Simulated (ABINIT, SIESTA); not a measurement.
An ABINIT input for a self-consistent single point of ScZnPd (Cmcm, 6 atoms in the cell) (DFT, PBEsol, plane waves, PAW (JTH v2.0 PBE PAW, files made for PBE)):

```
# ScZnPd, JTH v2.0 PBE PAW
pp_dirpath "./"
pseudos "Sc.GGA_PBE-JTH.xml, Zn.GGA_PBE-JTH.xml, Pd.GGA_PBE-JTH.xml"
acell 5.0389213614 5.0389213614 5.2513800000 Angstrom
rprim
         0.4259889857   -0.9047283482    0.0000000000
         0.4259889857    0.9047283482    0.0000000000
         0.0000000000    0.0000000000    1.0000000000
natom 6
ntypat 3
znucl 21 30 46
typat 1 1 2 2 3 3
xred
         0.7068300000    0.2931700000    0.7500000000
         0.2931700000    0.7068300000    0.2500000000
         0.0000000000    0.0000000000    0.0000000000
         0.0000000000    0.0000000000    0.5000000000
         0.4035400000    0.5964600000    0.7500000000
         0.5964600000    0.4035400000    0.2500000000
ecut 30
pawecutdg 60
pawxcdev 0
ixc -116133
occopt 7
tsmear 0.00183747
nband 52
kptopt 1
ngkpt 5 5 4
nshiftk 1
shiftk 0 0 0
nstep 100
tolvrs 1.0e-11
prtwf 0
prtden 0
enunit 1
```

Question: Give the SIESTA input for the same structure, mesh, smearing and functional.

Answer: One input that does it (others would too):

```
# files in the folder: Sc.psml Zn.psml Pd.psml (PseudoDojo PBEsol standard)
SystemName  ScZnPd
SystemLabel ScZnPd

NumberOfAtoms                6
NumberOfSpecies              3
%block ChemicalSpeciesLabel
  1 21 Sc
  2 30 Zn
  3 46 Pd
%endblock ChemicalSpeciesLabel
LatticeConstant              1.0 Ang
%block LatticeVectors
     2.146525000   -4.558855000    0.000000000
     2.146525000    4.558855000    0.000000000
     0.000000000    0.000000000    5.251380000
%endblock LatticeVectors
AtomicCoordinatesFormat      Bohr
%block AtomicCoordinatesAndAtomicSpecies
     4.056344370   -3.563675685    7.442752482  1
     4.056344370    3.563675685    2.480917494  1
     0.000000000    0.000000000    0.000000000  2
     0.000000000    0.000000000    4.961834988  2
     4.056344370    1.662003368    7.442752482  3
     4.056344370   -1.662003368    2.480917494  3
%endblock AtomicCoordinatesAndAtomicSpecies

XC.functional                GGA
XC.authors                   PBEsol
PAO.BasisSize                DZP
PAO.EnergyShift              0.01 Ry
MeshCutoff                   350 Ry
%block kgrid.MonkhorstPack
    5   0   0  0.0
    0   5   0  0.0
    0   0   4  0.0
%endblock kgrid.MonkhorstPack
OccupationFunction           MP
OccupationMPOrder            0
ElectronicTemperature        580.23 K

MaxSCFIterations             150
SCF.Mixer.Method             Broyden
SCF.Mixer.Weight             0.2
SCF.Mixer.History            8
SCF.DM.Tolerance             1.0E-05
Diag.ParallelOverK           true
WriteForces                  true
```

Basis settings and potentials, where a program has them, do not carry over. This input uses DFT, GGA PBEsol, numerical atomic orbitals DZP, PseudoDojo PBEsol standard norm-conserving potentials (rewritten from UPF to PSML).

The starting cell comes from a database of computed structures (which also holds hypothetical and non-ambient phases and stackings), without a prior relaxation at this level.
